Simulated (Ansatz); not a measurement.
The parent structure is BaTiO$_{3}$ in the cubic perovskite structure (space group Pm-3m, No. 221; a = 3.9702 Å). Axes: x, y, z lie along the cube axes.

Calculations: Ansatz (a first-principles code), PBEsol, PAW, cutoff 420 eV, scalar-relativistic without spin-orbit coupling, earlier PAW set.

Base values:

| Item | Result |
|---|---|
| Smallest direct gap | 1.89 eV |
| Volume per atom | 12.52 Å³ |

It is then changed as follows: uniaxial stress, 3 GPa compression along z; all other stress components relax to zero.

Question: Predict the new energy relative to the base, smallest direct gap, volume per atom and mean lateral Poisson ratio.

Answer: The energy grows by 1.2 meV/atom; the smallest direct gap decreases by 0.025 eV (1.89 eV → 1.87 eV); the volume per atom drops by 0.07 Å³ (12.52 Å³ → 12.45 Å³); the mean lateral Poisson ratio amounts to 0.26.

Load acts through the strain it causes; cell and atoms are relaxed under it. Stability under load was not tested beyond the relaxation. The final runs are not spin-polarised. Many cubic perovskites are stable only at high temperature; tilts and polar distortions were not tested. This is not the structure that BaTiO3 has at room temperature and ambient pressure.
